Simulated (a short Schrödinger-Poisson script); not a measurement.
# Gated In0.52Al0.48As/In0.53Ga0.47As δ-doped gas in a quantum well

Structure: gated In0.52Al0.48As/In0.53Ga0.47As δ-doped gas in a quantum well, at 300 K.

| layer | material | thickness (nm) | Na (cm⁻³) |
|---|---|---|---|
| 1 | In0.52Al0.48As | 10 | - |
| 2 | In0.52Al0.48As | 20 | - |
| 3 | In0.53Ga0.47As | 15 | - |
| 4 | In0.52Al0.48As | 4000 | 9e14 |

Constants are typed, rounded textbook-type inputs, not results; the design itself was drawn at random and stands for no fabricated device. In0.52Al0.48As: permittivity 12.5, conduction-band edge (eV) 0.52, gap (eV) 1.45, electron mass (mₑ) 0.075, Nv at 300 K (cm⁻³) 1.1e19. In0.53Ga0.47As: permittivity 13.9, conduction-band edge (eV) 0, gap (eV) 0.74, Nv at 300 K (cm⁻³) 7.7e18.

Channel valleys (confinement mass, in-plane density-of-states mass, number): Γ 0.041, 0.041, 1. At the gate the conduction-band edge of layer 1 lies 0.65 eV − eVg above the Fermi level of the channel; the field vanishes at the back. Sheet of ionised δ-doping: +3e12 e/cm² at 10 nm from the gate. The barrier under the gate holds no holes. Gaps are held at their typed values at every temperature. Mesh 0.08 nm at interfaces.

From a short Schrödinger-Poisson script (our own, NumPy): 1D Poisson equation in equilibrium, electrons quantum, Hartree (BenDaniel-Duke, 40 states a valley, the channel's in-plane mass for all, wave functions free to enter the barrier), parabolic valleys, classical holes, full ionisation, no traps, pinning or gate leakage.

| Vg (V) | electrons (cm⁻²) | in the channel layer | C (μF/cm²) | Γ E0 (meV) | Γ E1 (meV) |
|---|---|---|---|---|---|
| 0.4 | 1.20e12 | 1.14e12 | 0.405 | -56.6 | 25.0 |
| 0.35 | 1.08e12 | 1.05e12 | 0.333 | -52.1 | 29.0 |
| 0.3 | 9.85e11 | 9.64e11 | 0.308 | -47.2 | 33.5 |
| 0.25 | 8.90e11 | 8.74e11 | 0.300 | -42.0 | 38.4 |
| 0.2 | 7.98e11 | 7.85e11 | 0.295 | -36.5 | 43.5 |
| 0.15 | 7.06e11 | 6.95e11 | 0.292 | -30.7 | 49.0 |
| 0.1 | 6.16e11 | 6.07e11 | 0.288 | -24.6 | 55.0 |
| 0.05 | 5.27e11 | 5.20e11 | 0.283 | -18.0 | 61.4 |
| 0 | 4.40e11 | 4.34e11 | 0.278 | -10.9 | 68.5 |
| -0.05 | 3.55e11 | 3.50e11 | 0.270 | -2.9 | 76.5 |
| -0.1 | 2.73e11 | 2.69e11 | 0.260 | 6.2 | 85.7 |
| -0.15 | 1.94e11 | 1.92e11 | 0.244 | 17.2 | 96.8 |
| -0.2 | 1.23e11 | 1.21e11 | 0.219 | 31.0 | 110.8 |
| -0.25 | 6.22e10 | 6.15e10 | 0.173 | 50.2 | 130.2 |
| -0.3 | 2.15e10 | 2.13e10 | 0.0987 | 78.8 | 159.0 |
| -0.35 | 4.65e9 | 4.60e9 | 0.0362 | 118.8 | 199.1 |
| -0.4 | 7.81e8 | 7.73e8 | 0.0164 | 165.0 | 245.3 |
| -0.45 | 1.24e8 | 1.22e8 | 0.0131 | 212.7 | 292.9 |

Subbands count from the Fermi level.
